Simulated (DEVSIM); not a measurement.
System: Ti/Al2O3/p-Si capacitor, at 400 K.

| layer (left to right) | material | thickness (nm) | Na (cm⁻³) |
|---|---|---|---|
| 1 | Al2O3 | 2.60 | - |
| 2 | Si | 3500 | 1.4e15 |

Metal gate on the left, work function 4.33 eV. Fixed charge at the semiconductor interface 0 cm⁻² (in units of +e); no interface traps.

Constants are typed, rounded textbook-type inputs, not results; the design itself was drawn at random and stands for no fabricated device. Values at 300 K; Nc and Nv go as T^1.5, mobilities as T to minus their exponent, the gap by Varshni's rule with the affinity fixed.

| parameter | Al2O3 | Si |
|---|---|---|
| gap (eV) | 6.8 | 1.124 |
| affinity (eV) | 1.35 | 4.05 |
| permittivity | 9 | 11.7 |
| Nc (cm⁻³) | - | 2.86e19 |
| Nv (cm⁻³) | - | 3.1e19 |
| Varshni α (eV/K) | - | 0.000473 |
| Varshni β (K) | - | 636 |

DEVSIM, 1D Poisson equation in equilibrium, Boltzmann statistics, complete ionisation; no quantum confinement or tunnelling. Metal contacts follow the ideal Schottky-Mott rule: no Fermi-level pinning, no interface dipoles.

Q: Tabulate band edges, carrier densities and field at -0.2 V on the gate.

A: Energies count from the Fermi level of the right contact; mesh points crowd at the junctions.

| x (μm) | Ec (eV) | Ev (eV) | n (cm⁻³) | p (cm⁻³) | field (V/cm) |
|---|---|---|---|---|---|
| 0.000 | 3.180 | -3.620 | < 1e2 | < 1e2 | 13000 |
| 0.0009049 | 3.181 | -3.619 | < 1e2 | < 1e2 | 13000 |
| 0.001770 | 3.182 | -3.618 | < 1e2 | < 1e2 | 13000 |
| 0.002640 | 0.483 | -0.613 | 3.6e13 | 9.0e11 | 9800 |
| 0.004647 | 0.485 | -0.611 | 3.4e13 | 9.5e11 | 9700 |
| 0.007973 | 0.489 | -0.608 | 3.1e13 | 1.0e12 | 9600 |
| 0.01521 | 0.495 | -0.601 | 2.5e13 | 1.3e12 | 9500 |
| 0.03821 | 0.517 | -0.580 | 1.4e13 | 2.4e12 | 9000 |
| 0.07892 | 0.551 | -0.545 | 5.0e12 | 6.5e12 | 8100 |
| 0.1593 | 0.609 | -0.487 | 9.2e11 | 3.5e13 | 6400 |
| 0.3340 | 0.690 | -0.406 | 8.9e10 | 3.6e14 | 3000 |
| 0.8898 | 0.736 | -0.360 | 2.3e10 | 1.4e15 | 57 |
| 1.753 | 0.737 | -0.360 | 2.3e10 | 1.4e15 | ≈ 0 |
| 2.673 | 0.737 | -0.360 | 2.3e10 | 1.4e15 | ≈ 0 |
| 3.193 | 0.737 | -0.360 | 2.3e10 | 1.4e15 | ≈ 0 |
| 3.356 | 0.737 | -0.360 | 2.3e10 | 1.4e15 | ≈ 0 |
| 3.431 | 0.737 | -0.360 | 2.3e10 | 1.4e15 | ≈ 0 |
| 3.469 | 0.737 | -0.360 | 2.3e10 | 1.4e15 | ≈ 0 |
| 3.491 | 0.737 | -0.360 | 2.3e10 | 1.4e15 | ≈ 0 |
| 3.497 | 0.737 | -0.360 | 2.3e10 | 1.4e15 | ≈ 0 |
| 3.501 | 0.737 | -0.360 | 2.3e10 | 1.4e15 | ≈ 0 |
| 3.503 | 0.737 | -0.360 | 2.3e10 | 1.4e15 | ≈ 0 |
